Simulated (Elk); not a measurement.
Worked example: self-consistent single point of AgBr (Fm-3m, 2 atoms in the cell) in Elk.

Level of theory: PBE, all-electron FP-LAPW, Elk's shipped species files, LAPW+lo basis (Elk 10.2.4).

The change in words: lattice scaled by 0.98. Reference geometry:
```
CELL_PARAMETERS angstrom
      0.00000     2.82334     2.82334
      2.82334     0.00000     2.82334
      2.82334     2.82334     0.00000
ATOMIC_POSITIONS crystal
  Ag 0.00000 0.00000 0.00000
  Br 0.50000 0.50000 0.50000
```

Reference input (self-consistent single point, DFT, PBE, all-electron FP-LAPW, Elk's shipped species files, LAPW+lo basis): xctype = 20; rgkmax = 7.5; stype = 0; swidth = 0.0001 Ha; ngridk = 8 8 8; gmaxvr = 16 1/bohr; nxoapwlo = 1; maxscl = 100. This run's input differs from it in these lines:

```diff
@@ -28,5 +28,5 @@
 avec
-    0.0000000000    2.8233360000    2.8233360000
-    2.8233360000    0.0000000000    2.8233360000
-    2.8233360000    2.8233360000    0.0000000000
+    0.0000000000    2.7668690000    2.7668690000
+    2.7668690000    0.0000000000    2.7668690000
+    2.7668690000    2.7668690000    0.0000000000
```

Log, with long lists cut:

```
│ Self-consistent loop started │
│ Loop number : 1 │
 total energy                :     -7931.85183332
│ Loop number : 2 │
 total energy                :     -7931.87920848
RMS change in Kohn-Sham potential (target) :   0.1525588905     (  0.1000000000E-05)
Absolute change in total energy (target)   :   0.2737515649E-01 (  0.1000000000E-03)
│ Loop number : 3 │
 total energy                :     -7931.74188907
RMS change in Kohn-Sham potential (target) :   0.1506012369     (  0.1000000000E-05)
Absolute change in total energy (target)   :   0.1304756239     (  0.1000000000E-03)
│ Loop number : 4 │
   [... lines left out ...]
Absolute change in total energy (target)   :   0.1298994700E-02 (  0.1000000000E-03)
│ Loop number : 13 │
 total energy                :     -7924.12719406
RMS change in Kohn-Sham potential (target) :   0.7840440531E-06 (  0.1000000000E-05)
Absolute change in total energy (target)   :   0.3375301276E-03 (  0.1000000000E-03)
│ Loop number : 14 │
 total energy                :     -7924.12720856
RMS change in Kohn-Sham potential (target) :   0.7645614575E-07 (  0.1000000000E-05)
Absolute change in total energy (target)   :   0.6988334098E-04 (  0.1000000000E-03)
Convergence targets achieved

│ Loop number : 15 │

Energies :
 Fermi                       :     0.189334013172
 total energy                :     -7924.12720891

Density of states at Fermi energy :   0.8441792916E-05
 (states/Hartree/unit cell)

Estimated indirect band gap :   0.2377411319E-01
 from k-point      5 to k-point      1
Estimated direct band gap   :   0.1102233270
 at k-point      1

Charges :
 core                        :    46.00000000
 valence                     :    36.00000000
 interstitial                :    2.575901687
 muffin-tins (core leakage)
  species :    1 (Ag)
   atom    1                 :    45.90009407     (  0.1350869638E-08)
  species :    2 (Br)
   atom    1                 :    33.52400424     (  0.2310127306E-04)
 total in muffin-tins        :    79.42409831
 total calculated charge     :    81.98849476
 total charge                :    82.00000000
 error                       :   0.1150524129E-01

│ Self-consistent loop stopped │
```

The run converged in 15 iterations. The count includes the last loop, which Elk runs after its targets are met. Against the reference run the total energy rises by 60.3 meV/atom and the gap on the mesh goes from 0.628 to 0.647 eV.

The starting cell comes from a database of computed structures (which also holds hypothetical and non-ambient phases and stackings), without a prior relaxation at this level. Its lattice was rescaled by a random factor within 2.5 % of one. For this run, on top of that: lattice scaled by 0.98. Values depend on the basis (sphere radii, cutoffs, local orbitals), which need not be converged.
